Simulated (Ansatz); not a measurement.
## CdTe under a change: pressure 10 GPa

Base system: CdTe in the zinc blende structure (space group F-43m, No. 216; a = 6.489 Å).

Modification: cell and atoms relaxed at a pressure of 10 GPa.

The values are results of plane-wave PAW DFT at the PBEsol level (Ansatz, a quantum-chemistry and plane-wave program, 420 eV), without spin-orbit coupling, not measurements. Γ-centred 9×9×9 mesh, Fermi–Dirac width 0.05 eV.

The volume per atom falls by 5.155 Å³ (34.16 Å³ → 29.00 Å³) and the density goes up by 1.04 g/cm³, from 5.83 g/cm³ to 6.87 g/cm³. The lattice parameter a decreases by 0.344 Å to 6.145 Å and the enthalpy H = E + PV relative to the base's energy comes out as +1.95 eV/atom. The band gap grows by 0.49 eV (0.65 eV → 1.14 eV) and the gap character is still direct at Γ. The width of the top valence band grows by 0.79 eV to 3.00 eV and the electron mass goes from 0.055 mₑ (at Γ) to 0.081 mₑ (at Γ). The hole mass (degenerate bands, along [100]) goes from 0.056, 0.51, 0.51 mₑ (at Γ) to 0.083, 0.39, 0.39 mₑ (at Γ) and the valley order (the lowest conduction-band minima on the path, energy above the VBM, named in the base's zone) goes from Γ 0.65 eV; L along ⟨111⟩ 1.73 eV to Γ 1.14 eV; L along ⟨111⟩ 1.87 eV; X along ⟨100⟩ 2.10 eV.

Spin-orbit coupling, missing from the scalar runs, can matter with Te. Load acts through the strain it causes; cell and atoms are relaxed under it. Effective masses come from finite differences of ±0.01 Å⁻¹. Stability against distortions was not tested. Measured, CdTe leaves this structure (for cinnabar) near 3.53 GPa (temperature not stated; as listed in Datta, Sujoy, Jana, Debnarayan, arXiv (2020)), on rising pressure, with hysteresis.
